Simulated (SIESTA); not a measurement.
Band structure of PbO (P4/nmm, 4 atoms in the cell).

```
PbO
1.0
    3.98000     0.00000     0.00000
    0.00000     3.98000     0.00000
    0.00000     0.00000     5.02000
Pb O
2 2
Direct
  0.50000   0.00000   0.76500
  0.00000   0.50000   0.23500
  0.50000   0.50000   0.00000
  0.00000   0.00000   0.00000
```

Computed with GGA PBE, numerical atomic orbitals DZP, PseudoDojo PBE standard norm-conserving potentials (rewritten from UPF to PSML) (SIESTA).

Settings: XC.functional = GGA; XC.authors = PBE; potentials = PseudoDojo PBE standard; PAO.BasisSize = DZP; PAO.EnergyShift = 0.01 Ry; MeshCutoff = 300 Ry; kgrid.MonkhorstPack = 6 6 5; OccupationFunction = FD; ElectronicTemperature = 0.05 eV; MaxSCFIterations = 150; SCF.Mixer.Method = Broyden; SCF.Mixer.Weight = 0.1; SCF.Mixer.History = 8; SCF.DM.Tolerance = 1.0E-05.

The starting cell has typed, rounded lattice constants, without a prior relaxation at this level. Spin-orbit coupling is off. Values carry the incompleteness of an atom-centred basis.

Task: Predict the gap along the standard path and the places of the band edges.

Result: The gap along the path is 1.20 eV, from a point between Γ and X to M; the smallest direct gap on it is 2.23 eV.

Levels in eV from the top of the valence band on the path, bands 17 to 21:
```json
[
 {"point": "Γ", "17": "-1.72", "18": "-1.67", "19": "-1.67", "20": "-0.02", "21": "2.32"},
 {"point": "X", "17": "-3.06", "18": "-3.06", "19": "-1.65", "20": "-1.65", "21": "3.38"},
 {"point": "M", "17": "-1.63", "18": "-1.63", "19": "-1.05", "20": "-1.05", "21": "1.20"},
 {"point": "Z", "17": "-1.76", "18": "-1.71", "19": "-1.71", "20": "-0.93", "21": "1.84"},
 {"point": "R", "17": "-3.02", "18": "-3.02", "19": "-0.96", "20": "-0.96", "21": "3.08"},
 {"point": "A", "17": "-2.22", "18": "-2.22", "19": "-1.05", "20": "-1.05", "21": "3.54"}
]
```

Higher empty bands are left out: an atom-centred basis made for the valence describes them poorly.
